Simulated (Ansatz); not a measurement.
The parent structure is Sb in the A7 type structure (space group R-3m, No. 166).

```
Sb
1.0
    2.13423     1.23220     3.57258
   -2.13423     1.23220     3.57258
    0.00000    -2.46440     3.57258
Sb
2
Cartesian
  0.00000   0.00000   2.56051
  0.00000   0.00000   8.15722
```

Method: PBEsol-D3(BJ) (Ansatz, a first-principles code; PAW; 420 eV plane waves; no spin-orbit coupling).

Base values:

- Space group: R-3m (No. 166)
- Volume per atom: 28.19 Å³

One thing is altered: a hydrostatic pressure of 75 GPa.

Problem. What does the calculation give for the space group after the change?

Solution. The space group changes from R-3m (No. 166) to Im-3m (No. 229).

Problem. How does this affect the volume per atom?

Solution. The volume per atom shrinks by 11.48 Å³ (28.19 Å³ → 16.71 Å³).

Load acts through the strain it causes; cell and atoms are relaxed under it. Whether these cells are dynamically stable was not tested. No other phases were tried under pressure. Along this pressure series the structure jumps between pressure 3 GPa and pressure 7 GPa; cells beyond that are another form of it.
